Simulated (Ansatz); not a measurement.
Consider PbF2 in the fluorite structure (space group Fm-3m, No. 225).

```xyz
3
Lattice="0.0000 2.9609 2.9609 2.9609 0.0000 2.9609 2.9609 2.9609 0.0000" Properties=species:S:1:pos:R:3 pbc="T T T"
Pb     0.0000     0.0000     0.0000
F      4.4414     4.4414     4.4414
F      1.4805     1.4805     1.4805
```

Cartesian axes are those of the cell as printed.

Computed with r2SCAN (Ansatz, an electronic-structure program), spin-orbit coupling left out, earlier PAW set.

Free-standing slabs (3 atom(s) a layer) normal to [111] with 15 Å of vacuum; in-plane cell held at bulk.

One change was made to it. Results:

The band gap drops by 0.24 eV to 4.70 eV; the gap character amounts to indirect, K → M.

Q: Which change produced these results?
A. 1 layer
B. 4 layers
C. 6 layers

A: C, 6 layers. For comparison, the band gap in the other runs: 4 layers gives 4.77 eV; 1 layer gives 3.97 eV.

Spin-orbit coupling, missing from the scalar runs, can matter with Pb. No phonon test of stability was made. k-point labels follow each cell's own Brillouin zone.
